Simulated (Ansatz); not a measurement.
The parent structure is TaSi$_{2}$ (space group P6_222, No. 180; a = 4.7588 Å, c = 6.5606 Å).

Level of theory: plane-wave PAW DFT at the PBEsol level (Ansatz, a program for electronic structure, 420 eV), no SOC.

Base values:

| Quantity | Result |
|---|---|
| Volume per atom | 14.30 Å³ |

Perturbation: full substitution Ta → Nb, then cell and atoms are relaxed.

Q: What happens to the volume per atom?

A: The volume per atom grows by 0.086 Å³ to 14.38 Å³.

No phonon test of stability was made. The final runs are not spin-polarised. An odd electron count without spin: NbSi2 and TaSi2.
